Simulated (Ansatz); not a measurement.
# A computed series for Ir: response to strain

The reference is Ir in the fcc (Cu type) structure (space group Fm-3m, No. 225; relaxed with 0.1 eV smearing).

```
Ir
1.0
    0.00000     1.91555     1.91555
    1.91555     0.00000     1.91555
    1.91555     1.91555     0.00000
Ir
1
Direct
  0.00000   0.00000   0.00000
```

Cartesian axes are those of the cell as printed.

Strains are applied to the cell and any free atomic positions relax; under biaxial strain the out-of-plane vector relaxes too.

The values are results of Ansatz (an electronic-structure program), PBEsol, PAW, cutoff 420 eV, without spin-orbit coupling, not measurements.

Notes on the quantities. energy relative to the base: free energy F.

```csv
"biaxial strain, plane normal [001], relaxed out of plane (%)",energy relative to the base (meV/atom)
0,0.0
0.5,1.5
1,?
1.5,13.0
2,22.8
2.5,35.1
3,49.7
```

Problem. Fit ΔE = Aε² + Bε³ (ε in %) to the rows shown and predict the withheld row.

Solution. Least squares on the printed values gives A = 6.05 and B = -0.18 meV/atom (largest residual 0.0 meV/atom); this predicts 5.9 meV/atom, and the run gives 5.9 meV/atom, in agreement.

No phonon test of stability was made. All final runs are without spin polarisation.
